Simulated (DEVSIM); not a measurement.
System: abrupt InP n-p junction, at 300 K.

| layer (left to right) | material | thickness (μm) | Nd (cm⁻³) | Na (cm⁻³) | τn (s) | τp (s) |
|---|---|---|---|---|---|---|
| 1 | InP | 0.140 | 4.9e16 | - | 3.8e-10 | 3.8e-10 |
| 2 | InP | 60.0 | - | 5.1e16 | 3.8e-10 | 3.8e-10 |

Left contact: ohmic. Right contact: ohmic. Voltage is applied to the left contact. Recombination: SRH at mid-gap. Mobility is constant in doping.

Constants are typed, rounded textbook-type inputs, not results; the design itself was drawn at random and stands for no fabricated device. Values at 300 K.

| parameter | InP |
|---|---|
| gap (eV) | 1.344 |
| affinity (eV) | 4.38 |
| permittivity | 12.5 |
| Nc (cm⁻³) | 5.7e17 |
| Nv (cm⁻³) | 1.1e19 |
| μn (cm²/Vs) | 5200 |
| μp (cm²/Vs) | 170 |

Simulated with DEVSIM: 1D drift-diffusion, Boltzmann statistics, complete ionisation; no tunnelling, impact ionisation, image-force lowering or self-heating.

The minority lifetime in layer 2 was swept, all else fixed.

```tsv
minority lifetime in layer 2 (s)	dark forward voltage at 1 A/cm² (V)	dark forward voltage at 100 A/cm² (V)
1.1e-11	0.855	1.420
3.8e-11	0.876	1.432
1.1e-10	0.890	1.440
3.8e-10	0.903	1.444
1.1e-9	0.912	1.441
3.8e-9	0.918	1.421
1.1e-8	0.921	…
```

Task: Fill in the missing entries.

Result: 
- 1.1e-8, dark forward voltage at 100 A/cm² (V): 1.386
